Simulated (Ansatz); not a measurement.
Structures of equal composition on the (110) surface of bcc Mo: a layer of Ga in place of the second plane; a layer of Ga in place of the third plane. The slabs share one bottom face, and each structure is named by its start. These are constructed structures in small cells; real faces may alloy, dewet or reconstruct in larger ones, and not all known structures of the face are among them. Slabs of about 11 Å, Fermi-Dirac smearing of 0.1 eV. Bottom of the slabs: a bare face, its two planes held. Relaxed from the named starts with such symmetry as they have, on meshes of like density; energies extrapolated to zero smearing; spin only where a row says so; no spin-orbit coupling, no U. Brackets mark spin-polarised runs, whose order is one that fits the cell.

Computed with PBE (plane waves to 420 eV, PAW; Ansatz, a quantum-chemistry and plane-wave program).

Put the candidates in order of energy per 1x1 cell, lowest first, for PBE.

a layer of Ga in place of the third plane (0.000 eV), a layer of Ga in place of the second plane (0.190 eV)
